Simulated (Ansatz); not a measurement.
# Os: uniaxial strain ε_zz = −1.00 %

The parent structure is Os in the hcp (Mg type) structure (space group P6_3/mmc, No. 194; a = 2.754 Å, c = 4.347 Å; relaxed with 0.1 eV smearing). Axes: x lies along a and z along c of the hexagonal cell.

One thing is altered: the cell is compressed by 1.00 % along z with no lateral relaxation, atoms relaxed at fixed cell.

Method: DFT with PBE, PAW potentials and a 420 eV plane-wave cutoff in Ansatz (a quantum-chemistry and plane-wave program), no SOC. k-mesh 24×24×13 (Γ-centred); smearing 0.1 eV (Fermi–Dirac).

| quantity | base | changed | shift |
|---|---|---|---|
| volume per atom | 14.28 Å³ | 14.14 Å³ | -0.14 Å³ |
| shortest interatomic distance | 2.693 Å | 2.676 Å | -0.0175 Å |
| energy relative to the base (free energy F) | 0 meV/atom | +3.7 meV/atom | +3.7 meV/atom |
| band gap | zero | zero | – |
| stress (xx, yy, zz, yz, xz, xy; compression positive) | – | (2.3, 2.3, 8.5, 0.0, 0.0, 0.0) GPa | – |

Whether these cells are dynamically stable was not tested. The final runs are not spin-polarised.
